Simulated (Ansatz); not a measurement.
The reference is Ti in the hcp (Mg type) structure (space group P6_3/mmc, No. 194; relaxed with 0.1 eV smearing).

```yaml
crystal:
  lattice:
    - [2.90164, 0.00000, 0.00000]
    - [-1.45082, 2.51289, 0.00000]
    - [0.00000, 0.00000, 4.59296]
  atoms:
    - { symbol: Ti, position: [0.66667, 0.33333, 0.75000] }
    - { symbol: Ti, position: [0.33333, 0.66667, 0.25000] }
```

Cartesian axes are those of the cell as printed.

All numbers come from PBEsol, PAW, 420 eV (Ansatz, an electronic-structure program; without spin-orbit coupling).

Before the change:

```
Quantity                         Result
-----------------------------  --------
Shortest interatomic distance  284.3 pm
Band gap                           zero
```

Perturbation: the cell is stretched by 1.50 % along z with no lateral relaxation; the atoms relax in the strained cell.

### Question
Predict the new stress.

### Answer
The stress (xx, yy, zz, yz, xz, xy; compression positive) is (-1.2, -1.2, -2.8, 0.0, 0.0, 0.0) GPa.

### Question
What does the calculation give for the energy relative to the base after the change?

### Answer
The energy goes up by 2.3 meV/atom.

### Question
Predict the new shortest interatomic distance.

### Answer
The shortest interatomic distance increases by 2.79 pm to 287.0 pm.

### Question
What happens to the band gap?

### Answer
The band gap remains zero.

Stability against distortions was not tested. All final runs are without spin polarisation.
